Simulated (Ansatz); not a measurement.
**What Ag vacancy does to Ag**

The parent structure is a 12-atom supercell of Ag in the fcc (Cu type) structure (space group Fm-3m, No. 225; a = 4.105 Å) at its relaxed geometry.

Perturbation: one Ag atom is removed, atoms relaxed at fixed cell, starting from a slightly rattled geometry.

Method: r2SCAN, PAW, 500 eV (Ansatz, a program for electronic structure; spin-orbit coupling left out). k-mesh 7×5×7 (Γ-centred); smearing 0.05 eV (Fermi–Dirac).

```tsv
quantity	base	changed	shift
largest displacement of a host atom from its site in the perfect cell	–	0.02 Å	–
mean distance from the defect site to its nearest host atoms	2.90 Å	2.89 Å	-0.016 Å
```

Final structure:

```yaml
crystal:
  lattice:
    - [0.00000, 4.10519, 4.10519]
    - [4.10519, -4.10519, 4.10519]
    - [4.10519, 4.10519, 0.00000]
  atoms:
    - { symbol: Ag, position: [0.00188, 0.99964, 0.49965] }
    - { symbol: Ag, position: [0.16764, 0.33019, 0.16564] }
    - { symbol: Ag, position: [0.16744, 0.33018, 0.66886] }
    - { symbol: Ag, position: [0.33514, 0.66941, 0.33348] }
    - { symbol: Ag, position: [0.33305, 0.66910, 0.83462] }
    - { symbol: Ag, position: [0.50230, 0.99959, 0.00002] }
    - { symbol: Ag, position: [0.50144, 0.99962, 0.50046] }
    - { symbol: Ag, position: [0.67065, 0.33015, 0.16583] }
    - { symbol: Ag, position: [0.66856, 0.32983, 0.66678] }
    - { symbol: Ag, position: [0.83609, 0.66905, 0.33141] }
    - { symbol: Ag, position: [0.83624, 0.66909, 0.83443] }
```

The cell is small, so the values are those of an ordered compound at a high defect concentration; dilute-limit values will differ. The defect cell is not spin-polarised.
